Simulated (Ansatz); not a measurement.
The starting structures come from a database of crystals and need not be the phases stable at ambient conditions.

The decay constant κ of evanescent states in the gap governs leakage through a thin film.

Input:

```yaml
crystal:
  lattice:
    - [5.79571, 0.00000, 0.00000]
    - [2.83362, 9.74596, 0.00000]
    - [-2.79853, -0.87142, 4.99991]
  atoms:
    - { symbol: Sc, position: [0.50470, 0.50100, 0.98590] }
    - { symbol: Sc, position: [0.01410, 0.00100, 0.49530] }
    - { symbol: Sc, position: [0.25650, 0.25060, 0.24050] }
    - { symbol: Sc, position: [0.75950, 0.75060, 0.74350] }
    - { symbol: Bi, position: [0.95940, 0.36670, 0.67940] }
    - { symbol: Bi, position: [0.32060, 0.86670, 0.04060] }
    - { symbol: Bi, position: [0.05440, 0.63280, 0.31320] }
    - { symbol: Bi, position: [0.68680, 0.13280, 0.94560] }
    - { symbol: O, position: [0.30710, 0.37020, 0.61190] }
    - { symbol: O, position: [0.38810, 0.87020, 0.69290] }
    - { symbol: O, position: [0.18160, 0.66440, 0.85640] }
    - { symbol: O, position: [0.14360, 0.16440, 0.81840] }
    - { symbol: O, position: [0.74380, 0.58190, 0.88460] }
    - { symbol: O, position: [0.11540, 0.08190, 0.25620] }
    - { symbol: O, position: [0.27450, 0.42120, 0.09770] }
    - { symbol: O, position: [0.90230, 0.92120, 0.72550] }
    - { symbol: O, position: [0.90530, 0.83510, 0.17170] }
    - { symbol: O, position: [0.82830, 0.33510, 0.09470] }
    - { symbol: O, position: [0.64110, 0.13810, 0.30970] }
    - { symbol: O, position: [0.69030, 0.63810, 0.35890] }
```

Space group of this cell: Cc. The cell is taken as given; by r2SCAN its mean pressure is -4.4 GPa.

Transport runs along the normal of the first two printed cell vectors.

No gap correction and no spin-orbit coupling; mid-gap values are interpolated between computed energies.

Task: Compute, with Ansatz (a quantum-chemistry and plane-wave program) with r2SCAN, the band gap and the smallest decay constant κ at mid-gap.

Result: Gap 3.09 eV on a 6×4×6 mesh; κ = 0.323 1/Å, at (0.000, 0.500) of the in-plane reciprocal vectors. At the zone centre, at the nearest computed energy, the slowest state has κ = 0.34 1/Å.
